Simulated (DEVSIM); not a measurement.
System: abrupt Si n-p junction, at 300 K.

| layer (left to right) | material | thickness (μm) | Nd (cm⁻³) | Na (cm⁻³) | τn (s) | τp (s) |
|---|---|---|---|---|---|---|
| 1 | Si | 2.70 | 7.7e16 | - | 1.4e-5 | 1.4e-5 |
| 2 | Si | 100 | - | 1.4e16 | 1.4e-5 | 1.4e-5 |

Left contact: ohmic. Right contact: ohmic. Voltage is applied to the left contact. Recombination: SRH at mid-gap, radiative. Mobility is μmin + (μ − μmin)/(1 + (N/Nref)^α).

This is a model device: material constants are rounded textbook-type values typed into the input, and sizes, dopings and lifetimes were drawn at random. Values at 300 K.

```tsv
parameter	Si
gap (eV)	1.124
affinity (eV)	4.05
permittivity	11.7
Nc (cm⁻³)	2.86e19
Nv (cm⁻³)	3.1e19
μn (cm²/Vs)	1417
μp (cm²/Vs)	470
μn,min	52
μp,min	45
Nref,n	9.7e16
Nref,p	2.2e17
αn	0.68
αp	0.72
B (cm³/s)	4.7e-15
```

DEVSIM, 1D drift-diffusion, Boltzmann statistics, complete ionisation; no tunnelling, impact ionisation, image-force lowering or self-heating.

Question: Tabulate band edges, carrier densities and field at -0.9 V on the left contact.

Answer: Energies count from the Fermi level of the right contact; mesh points crowd at the junctions.

```csv
x (μm),Ec (eV),Ev (eV),n (cm⁻³),p (cm⁻³),field (V/cm)
0.000,1.053,-0.071,7.7e16,1500,≈ 0
0.04215,1.053,-0.071,7.7e16,7.1e13,≈ 0
0.1570,1.053,-0.071,7.7e16,2.6e14,≈ 0
0.4697,1.053,-0.071,7.8e16,7.9e14,≈ 0
1.727,1.052,-0.073,8.0e16,2.8e15,≈ 0
2.358,1.051,-0.073,8.1e16,3.8e15,≈ 0
2.590,1.051,-0.073,8.1e16,4.2e15,≈ 0
2.690,1.061,-0.063,5.4e16,6.6e15,7200
2.722,1.089,-0.035,1.9e16,1.9e16,4400
2.804,1.098,-0.026,1.3e16,2.7e16,71
3.031,1.097,-0.027,1.3e16,2.7e16,-13
4.096,1.096,-0.028,1.3e16,2.7e16,-13
6.615,1.093,-0.031,1.3e16,2.7e16,-13
13.60,1.083,-0.041,1.3e16,2.7e16,-14
44.67,1.039,-0.085,1.1e16,2.5e16,-15
80.60,0.979,-0.145,7.1e15,2.1e16,-19
95.07,0.948,-0.176,3.6e15,1.8e16,-25
99.96,0.934,-0.190,1.6e15,1.6e16,-31
102.0,0.927,-0.197,4.6e14,1.4e16,-36
102.5,0.926,-0.198,1.6e14,1.4e16,-38
102.6,0.925,-0.199,4.8e13,1.4e16,-38
102.7,0.925,-0.199,8300,1.4e16,-38
```
